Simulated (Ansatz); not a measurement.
Functionals compared on the (31-40) surface of hcp Zn in its 1x1 cell, outermost plane spacing 0.21 Å in the ideal cut, in Ansatz (plane waves, PAW). The structure was relaxed with PBE; the other rows are single points on it, each with its references at the same level. Cutoff 420 eV (500 eV for r2SCAN).

Slab: 34 atoms, 10.4 Å thick at the start (thin: gaps and levels are the slab's own); k 8x4x1, smearing 0.1 eV, dipole-corrected; all atoms relaxed; held to the start's symmetry, so lower structures may exist; no spin, no spin-orbit, no U. These notes are the PBE run's.

```tsv
functional	surface energy (J/m²)	work function of the top face (eV)	rough cost of the single point
PBE	0.90	4.18	–
LDA	1.41	4.47	about 6 core-minutes (a rough figure)
PBEsol	1.26	4.27	around 7 core-minutes (rough)
RPBE	___	___	roughly 7 core-minutes
r2SCAN	1.21	4.29	roughly 12 core-minutes
```

Task: Fill in the missing entries.

Result: 
- RPBE, surface energy (J/m²): 0.68
- RPBE, work function of the top face (eV): 4.05

Ansatz is an electronic-structure program.
